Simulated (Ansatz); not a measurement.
An Ansatz (a first-principles code) input (Ansatz, PBE-D3(BJ), PAW, cutoff 420 eV, spin-orbit coupling left out, earlier PAW set):

Ansatz 0.2 input:
```yaml
crystal:
  lattice:
    - [3.3604966929, 0, 0]
    - [-1.6802483464, 2.9102755054, 0]
    - [0, 0, 5.5228567217]
  atoms:
    - { symbol: Ti, position: [0, 0, 0] }
    - { symbol: S, position: [0.3333333333, 0.6666666667, 0.2585550499] }
    - { symbol: S, position: [0.6666666667, 0.3333333333, 0.7414449501] }
basis: { ecutwfc: 420, ecutrho_ratio: 4, xc_grid: 2, fft_grid_basis: typed }
kpoints: { mp_grid: { grid: [16, 16, 9] } }
hamiltonian:
  xc: pbe
  dispersion: d3bj
  pseudopotentials: { azcp: { folder: ./paw }, kind: paw }
scf: { occupations: { method: fermi_dirac, width: 0.05 }, convergence: { dr2_threshold: 0.0000000003 } }
output: { forces: true, stress: true }
checkpoint: { write: state.ck, write_every: 1000 }
```

### Question
Which symmetry and how many k-points will the program report, and about how many plane waves at Γ?

### Answer
Space group P-3m1 (ITA 164) with 12 operations, k-points 234 of 2304, and 1099 plane waves at Γ.

Whether these cells are dynamically stable was not tested. All final runs are without spin polarisation. The cell is TiS₂ in the CdI2 type structure (space group P-3m1, No. 164; layered, stacked along the Cartesian z axis).
